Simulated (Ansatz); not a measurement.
The parent structure is BN in the zinc blende structure (space group F-43m, No. 216; a = 3.610 Å). Axes: x, y, z lie along the cube axes.

Computed with r2SCAN/PAW in Ansatz (a program for electronic structure), without spin-orbit coupling.

Strains are applied to the cell and any free atomic positions relax; under biaxial strain the out-of-plane vector relaxes too.

One change was made to it. Results:

```csv
quantity,base,after
energy relative to the base (free energy F),0 meV/atom,+0.9 meV/atom
"valley order (the lowest conduction-band minima on the path, energy above the VBM, named in the base's zone)",X along ⟨100⟩ 5.00 eV,X along [010] 4.95 eV; X along [001] 5.08 eV
electron mass,"0.87 mₑ along k, 0.29 mₑ across (at X)","0.86 mₑ along k, 0.29 mₑ across (at X)"
smallest direct gap,9.59 eV,9.59 eV
```

Problem. Which change produced these results?
(A) biaxial strain −1.50 %, plane normal [001], relaxed out of plane
(B) biaxial strain −2.00 %, plane normal [001], relaxed out of plane
(C) biaxial strain −1.00 %, plane normal [001], relaxed out of plane
(D) biaxial strain −0.50 %, plane normal [001], relaxed out of plane

Solution. D, biaxial strain −0.50 %, plane normal [001], relaxed out of plane. For comparison, the valley order in the other runs: biaxial strain −1.00 %, plane normal [001], relaxed out of plane gives X along [010] 4.89 eV; X along [001] 5.15 eV; biaxial strain −1.50 %, plane normal [001], relaxed out of plane gives X along [010] 4.83 eV; X along [001] 5.23 eV; biaxial strain −2.00 %, plane normal [001], relaxed out of plane gives X along [010] 4.77 eV; X along [001] 5.30 eV.

Masses are band curvatures over ±0.01 Å⁻¹ around the edge. Along k means along the line from Γ to the band edge. Whether these cells are dynamically stable was not tested.
